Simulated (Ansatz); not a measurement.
**SrTiO3: response to strain**

Base system: SrTiO3 in the cubic perovskite structure (space group Pm-3m, No. 221; a = 3.8911 Å). Axes: x, y, z lie along the cube axes.

Strains are applied to the cell and any free atomic positions relax; under biaxial strain the out-of-plane vector relaxes too.

Level of theory: PBEsol (Ansatz, a program for electronic structure), no spin-orbit coupling.

Candidates:
(a) biaxial strain −1.50 %, plane normal [111], relaxed out of plane
(b) biaxial strain −2.50 %, plane normal [111], relaxed out of plane
(c) biaxial strain −0.50 %, plane normal [111], relaxed out of plane
(d) biaxial strain −2.00 %, plane normal [111], relaxed out of plane

### Question
Order them by out-of-plane strain, highest first.

### Answer
(b) biaxial strain −2.50 %, plane normal [111], relaxed out of plane (+1.73 %), (d) biaxial strain −2.00 %, plane normal [111], relaxed out of plane (+1.37 %), (a) biaxial strain −1.50 %, plane normal [111], relaxed out of plane (+1.01 %), (c) biaxial strain −0.50 %, plane normal [111], relaxed out of plane (+0.32 %)

No phonon test of stability was made. All final runs are without spin polarisation. Many cubic perovskites are stable only at high temperature; tilts and polar distortions were not tested.
